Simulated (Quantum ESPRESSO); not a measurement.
Equation of state of rock-salt TiC (space group 225): energy against volume (Quantum ESPRESSO, LDA)

```
TiC
1.0
    0.00000     2.08080     2.08080
    2.08080     0.00000     2.08080
    2.08080     2.08080     0.00000
Ti C
1 1
Direct
  0.00000   0.00000   0.00000
  0.50000   0.50000   0.50000
```

Method of the run: LDA (PZ), GBRV 1.5 ultrasoft (LDA) pseudopotentials (plane waves; Quantum ESPRESSO). Settings: ecutwfc = 65 Ry; ecutrho = 520 Ry; occupations = smearing; smearing = fd; degauss = 0.0036749 Ry; potentials = {Ti: ti_lda_v1.4.uspp.F.UPF, C: c_lda_v1.2.uspp.F.UPF}; K_POINTS = automatic 24 24 24 0 0 0; conv_thr = 1e-10 Ry; mixing_beta = 0.7. The cell above is the first row's. The rows scale it uniformly. In all rows fractional positions and the k mesh are held. E is the free energy at the stated smearing, counted from the lowest row.

| V (Å^3/atom) | E (meV/atom) |
|---|---|
| 9.0092 | 45.74 |
| 9.2051 | 21.85 |
| 9.4010 | 6.89 |
| 9.5968 | 0.00 |
| 9.7927 | 0.39 |
| 9.9885 | 7.36 |
| 10.1844 | 20.28 |
| 10.3802 | 38.58 |
| 10.5761 | ? |

Task: Fit E against V with the third-order Birch-Murnaghan form, a cubic in V^(-2/3), and predict the withheld value at V = 10.5761.

Result: With u = V^(-2/3) - 0.220, the rows have u = 0.010963, 0.007674, 0.004500, 0.001436, -0.001527, -0.004391, -0.007165, -0.009850. Least squares gives E = -0.676 - 95.47·u + 394914·u² + 5·u³. Residuals (row less fit): -0.001, 0.002, -0.001, -0.001, -0.001, 0.003, -0.002, 0.000; standard error 0.002 (degrees of freedom: 4). Its minimum lies at u = 0.000121, so V0 = (0.220121)^(-3/2) = 9.683. There d²E/du² = 789800 and d³E/du³ = 30.00, so B0 = (4/9) × 9.683^(-7/3) × 789800 × 0.160218 = 281 GPa (the last factor turns the table's units into GPa), and B0' = 4 + (2/3) × 0.220121 × (30.00)/789800 = 4.0. The program's pressures in the fitted runs (not shown) pass through zero at V = 9.68, 0.05 % from this V0. At the withheld row, u = -0.012453, so E = -0.676 - 95.47 × (-0.012453) + 394914 × (-0.012453)² + 5 × (-0.012453)³ = 61.755 meV/atom. The calculation gives 61.74 meV/atom, 0.015 meV/atom below the prediction (under 0.05 % of the range of E in the table). The row lies outside the fitted rows, so this is an extrapolation. From the scatter of the fitted rows alone, a prediction at this place has a standard error of 0.005 meV/atom, so the miss is 2.9 times that.

Carrying the step between the two nearest rows on in a straight line would have given 56.89, off by 4.85; series whose last step already gives the withheld value aren't shown. The scan was laid around a cell of about the measured size, scaled by a guess for this functional. The runs keep the symmetry of the cell, so they don't test it for distortions. Spin polarisation is off. Cutoffs and mesh are single choices, not tested for convergence of this quantity. Series with a scatter that would blur these digits, or in which a gap closes, are not shown. Nor are scans whose minimum lies at an end fitted in this form.
